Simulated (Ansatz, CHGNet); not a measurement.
**TiAl₃ (I4/mmm, No. 139): properties by level of theory**

| level (code) | lattice constant a (Å) | c axis length (Å) |
|---|---|---|
| CHGNet-r²SCAN | 3.816 | ___ |
| PBE (Ansatz) | 3.845 | ___ |
| r²SCAN+rVV10 (Ansatz) | 3.818 | ___ |

### Question
Some entries are withheld; supply them.

### Answer

- CHGNet-r²SCAN, c axis length (Å): 8.570
- PBE (Ansatz, a first-principles code), c axis length (Å): 8.619
- r²SCAN+rVV10 (Ansatz), c axis length (Å): 8.547

Ansatz's density-functional and Hartree–Fock values are scalar-relativistic unless marked +SOC, with PAW data made under PBE.

The crystal itself was run without spin with PBE, r²SCAN+rVV10; a magnetic state was not tried in these runs.
